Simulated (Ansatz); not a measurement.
Pressure series in MoS2

Take MoS₂ in the 2H-MoS2 type structure (space group P6_3/mmc, No. 194; layered, stacked along the Cartesian z axis) as the base.

```
MoS2
1.0
    3.14937     0.00000     0.00000
   -1.57469     2.72744     0.00000
    0.00000     0.00000    12.09029
Mo S
2 4
Direct
  0.33333   0.66667   0.25000
  0.66667   0.33333   0.75000
  0.33333   0.66667   0.62049
  0.66667   0.33333   0.12049
  0.66667   0.33333   0.37951
  0.33333   0.66667   0.87951
```

Cell and atoms are relaxed at each pressure.

All numbers come from DFT with PBE-D3(BJ), PAW potentials and a 420 eV plane-wave cutoff in Ansatz (an electronic-structure program), no spin-orbit coupling.

| change | c/a ratio | band gap | volume per atom |
|---|---|---|---|
| base | 3.839 | 0.78 eV | 17.31 Å³ |
| pressure −2 GPa | 4.013 | 1.04 eV | 18.44 Å³ |
| pressure −1 GPa | 3.897 | 0.87 eV | 17.73 Å³ |
| pressure 3 GPa | 3.749 | 0.57 eV | 16.49 Å³ |
| pressure 7 GPa | (withheld) | (withheld) | (withheld) |
| pressure 15 GPa | 3.645 | 0.10 eV | 14.80 Å³ |
| pressure 30 GPa | 3.619 | zero | 13.60 Å³ |
| pressure 50 GPa | 3.621 | zero | 12.48 Å³ |
| pressure 75 GPa | 3.652 | zero | 11.54 Å³ |
| pressure 100 GPa | 3.689 | zero | 10.84 Å³ |

### Question
Fill in the withheld entries from the trend.

### Answer

- pressure 7 GPa, c/a ratio: 3.693
- pressure 7 GPa, band gap: 0.38 eV
- pressure 7 GPa, volume per atom: 15.78 Å³

The mesh was chosen for an insulator and is coarse for the gapless case. Load acts through the strain it causes; cell and atoms are relaxed under it. Whether these cells are dynamically stable was not tested. No other phases were tried under pressure. All final runs are without spin polarisation. A zero or small gap of MoS2 under pressure 15 GPa and MoS2 under pressure 30 GPa can be the functional's error rather than a property of the material.
